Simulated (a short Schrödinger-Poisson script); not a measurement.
System: MOS inversion layer, SiO2 on p-type Si(100), at 300 K.

From the gate side: 1.4 nm SiO2; 740 nm Si, acceptors 3.4e17 cm⁻³.

The device is made up for the run: typed textbook-type constants, with dimensions and the other settings drawn at random. SiO2: permittivity 3.9, conduction-band edge (eV) 3.15, gap (eV) 9, electron mass (mₑ) 0.5. Si: permittivity 11.7, conduction-band edge (eV) 0, gap (eV) 1.124, Nv at 300 K (cm⁻³) 3.1e19.

Channel valleys (confinement mass, in-plane density-of-states mass, number): Δ2 0.916, 0.19, 2; Δ4 0.19, 0.417, 4. At the gate the conduction-band edge of layer 1 lies 3.67 eV − eVg above the Fermi level of the channel; the field vanishes at the back. Gaps are held at their typed values at every temperature. Mesh 0.03 nm at interfaces.

From a short Schrödinger-Poisson script (our own, NumPy): 1D Poisson equation in equilibrium, electrons quantum, Hartree (BenDaniel-Duke, 12 states a valley, the channel's in-plane mass for all, wave functions ending at the dielectric), parabolic valleys, classical holes, full ionisation, no traps, pinning or gate leakage.

```csv
Vg (V),electrons (cm⁻²),C (μF/cm²),Δ2 E0 (meV from the Fermi level),Δ4 E0 (meV from the Fermi level)
0.5,1.37e9,0.178,221.4,273.1
0.55,7.59e9,0.204,176.7,229.4
0.6,3.90e10,0.339,133.9,187.7
0.65,1.55e11,0.691,97.4,152.8
0.7,4.07e11,1.08,71.3,128.7
0.75,7.69e11,1.33,53.4,113.2
0.8,1.20e12,1.48,40.4,102.8
0.85,1.67e12,1.58,30.2,95.2
0.9,2.17e12,1.64,21.7,89.4
0.95,2.69e12,1.69,14.5,84.7
1,3.22e12,1.73,8.1,80.8
1.05,3.76e12,1.77,2.2,77.4
1.1,4.32e12,1.79,-3.1,74.5
1.15,4.88e12,1.81,-8.1,71.9
1.2,5.45e12,1.83,-12.7,69.6
1.25,6.02e12,1.85,-17.2,67.4
1.3,6.60e12,1.86,-21.4,65.5
1.35,7.18e12,1.88,-25.5,63.6
```

Gate voltages with under 1e9 electrons/cm² are left out.

Problem. At Vg = 1.35 V the lowest Δ2 subband lies at -25.5 meV from the Fermi level. How many electrons does it hold, and what share of all?

Solution. The two-dimensional density of states is g m/(πħ²) = 1.59e11 cm⁻² meV⁻¹ (both spins), kT = 25.9 meV, so n = D kT ln(1 + exp(−E/kT)) = 5.35e12 cm⁻², 0.74 of the 7.18e12 cm⁻² in all.

Problem. Compare the slope of the sheet density between 1.25 and 1.35 V with the geometric capacitance of the layers between gate and channel.

Solution. q Δn/ΔV = 1.86 μF/cm²; ε0/Σ(t/ε) = 2.47 μF/cm². The ratio is 0.75: the channel acts as a further capacitance in series.
